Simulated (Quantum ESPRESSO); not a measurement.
How a calculation on MgCd2 (P-6m2, 6 atoms in the cell) responds to its settings

```
MgCd2
1.0
    3.11546     0.00000     0.00000
   -1.55773     2.69807     0.00000
    0.00000     0.00000    15.93205
Mg Cd
2 4
Cartesian
  0.00000   0.00000   2.64870
  0.00000   0.00000  13.28335
  0.00000   0.00000   7.96602
  1.55773   0.89936   5.27080
  1.55773   0.89936  10.66125
  1.55773   0.89936   0.00000
```

Base run A: Quantum ESPRESSO with PBEsol, GBRV 1.5 ultrasoft (PBESOL) pseudopotentials, self-consistent single point.

Its settings: ecutwfc = 40 Ry; ecutrho = 200 Ry; occupations = smearing; smearing = cold; degauss = 0.0073499 Ry; potentials = {Mg: mg_pbesol_v1.4.uspp.F.UPF, Cd: cd_pbesol_v1.uspp.F.UPF}; K_POINTS = automatic 10 10 2 0 0 0; conv_thr = 1e-10 Ry; mixing_beta = 0.7.

The starting cell comes from a database of computed structures (which also holds hypothetical and non-ambient phases and stackings), without a prior relaxation at this level. Its lattice was rescaled by a random factor within 2.5 % of one.

Run A gave: pressure (GPa) -2.79; largest force (eV/Å) 0.054.

Runs:
- B: pseudopotentials: {Mg: mg_pbesol_v1.4.uspp.F.UPF, Cd: cd_pbesol_v1.uspp.F.UPF} → {Mg: mg_lda_v1.4.uspp.F.UPF, Cd: cd_lda_v1.uspp.F.UPF} [LDA (PZ)]
- C: pseudopotentials: {Mg: mg_pbesol_v1.4.uspp.F.UPF, Cd: cd_pbesol_v1.uspp.F.UPF} → {Mg: mg_pbe_v1.4.uspp.F.UPF, Cd: cd_pbe_v1.uspp.F.UPF}; input_dft: default → blyp [BLYP]
- D: pseudopotentials: {Mg: mg_pbesol_v1.4.uspp.F.UPF, Cd: cd_pbesol_v1.uspp.F.UPF} → {Mg: mg_pbe_v1.4.uspp.F.UPF, Cd: cd_pbe_v1.uspp.F.UPF}; input_dft: default → wc [Wu-Cohen GGA]
- E: pseudopotentials: {Mg: mg_pbesol_v1.4.uspp.F.UPF, Cd: cd_pbesol_v1.uspp.F.UPF} → {Mg: mg_pbe_v1.4.uspp.F.UPF, Cd: cd_pbe_v1.uspp.F.UPF}; input_dft: default → rvv10 [rVV10]

### Question
What does run B change against A?

### Answer
The pressure goes from -2.79 to -4.97 GPa and the largest force goes from 0.054 to 0.042 eV/Å.

### Question
What does run E change against A?

### Answer
The pressure goes from -2.79 to 0.39 GPa and the largest force goes from 0.054 to 0.090 eV/Å.

```
run  pressure (GPa)  largest force (eV/Å)
---  --------------  --------------------
A             -2.79                 0.054
B             -4.97                 0.042
C              3.33                 0.198
D             -2.58                 0.053
E              0.39                 0.090
```

Left out of this page: 3 runs of the series held back from this collection.
